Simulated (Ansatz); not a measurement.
The starting structures come from a database of crystals and need not be the phases stable at ambient conditions.

 Where the default PAW files enter, the runs use the earlier of Ansatz's two default sets.

The decay constant κ of evanescent states in the gap governs leakage through a thin film.

```yaml
crystal:
  lattice:
    - [6.57442, 0.00000, 0.00000]
    - [-2.19147, 6.19843, 0.00000]
    - [2.19147, 3.09921, 5.36799]
  atoms:
    - { symbol: Na, position: [0.00000, 0.00000, 0.00000] }
    - { symbol: Sr, position: [0.50000, 0.00000, 0.00000] }
    - { symbol: Sr, position: [0.00000, 0.00000, 0.50000] }
    - { symbol: Sr, position: [0.00000, 0.50000, 0.00000] }
    - { symbol: Sr, position: [0.50000, 0.50000, 0.50000] }
    - { symbol: B, position: [0.50000, 0.00000, 0.50000] }
    - { symbol: B, position: [0.00000, 0.50000, 0.50000] }
    - { symbol: B, position: [0.50000, 0.50000, 0.00000] }
    - { symbol: N, position: [0.00000, 0.32246, 0.67754] }
    - { symbol: N, position: [0.00000, 0.67754, 0.32246] }
    - { symbol: N, position: [0.32246, 0.00000, 0.67754] }
    - { symbol: N, position: [0.67754, 0.00000, 0.32246] }
    - { symbol: N, position: [0.32246, 0.32246, 0.00000] }
    - { symbol: N, position: [0.67754, 0.67754, 0.00000] }
```

Space group of this cell: Im-3m. The cell is taken as given; by r2SCAN its mean pressure is -2.1 GPa.

Transport runs along the normal of the first two printed cell vectors, the (110) plane of the conventional cell.

The gap is the functional's own. No spin-orbit coupling. Mid-gap values are interpolated on the energy grid.

**Question.** Compute, with r2SCAN (Ansatz, an electronic-structure program), the band gap and the smallest decay constant κ at mid-gap.

**Answer.** Gap 2.42 eV on a 6×6×6 mesh; κ = 0.292 1/Å, at the zone centre.
